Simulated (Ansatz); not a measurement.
System: GaP (I-4m2, No. 119, 2 atoms in the cell; start mp-971648; a measured phase of this formula has another space group). Method: LDA (Ansatz, a program for electronic structure, plane waves, PAW).

Settings: plane-wave cutoff 520 eV, 22×22×22 k mesh, Fermi–Dirac smearing 0.05 eV, scalar-relativistic PAW data made under PBE.

Cell (relaxed at this level):

```cif
data_Ga2P2
_chemical_formula_sum 'Ga2 P2'
_space_group_name_H-M_alt 'I-4m2'
_space_group_IT_number 119
_space_group_name_Hall 'I -4 -2'
_cell_length_a 4.80076
_cell_length_b 4.80076
_cell_length_c 2.70928
_cell_angle_alpha 90.000
_cell_angle_beta 90.000
_cell_angle_gamma 90.000
loop_
_atom_site_label
_atom_site_type_symbol
_atom_site_symmetry_multiplicity
_atom_site_Wyckoff_symbol
_atom_site_fract_x
_atom_site_fract_y
_atom_site_fract_z
_atom_site_occupancy
Ga1 Ga 2 d 0.50000 0.00000 0.25000 1
P1 P 2 a 0.00000 0.00000 0.00000 1
```
(The calculation used a cell of 2 atoms; values per cell refer to that cell.)

Question: Predict the bulk modulus B0.

Answer: 
- bulk modulus B0 = 97.0 GPa

The run finds no gap.

Note: the bulk modulus is −V dP/dV from two relaxed cells at ±2 % in volume; the relaxation could not lower the start's symmetry, so the cell can be a saddle point above a distorted one.

Computed values are for the static lattice.

A start named mp-… is a Materials Project structure, which need not be a measured phase.
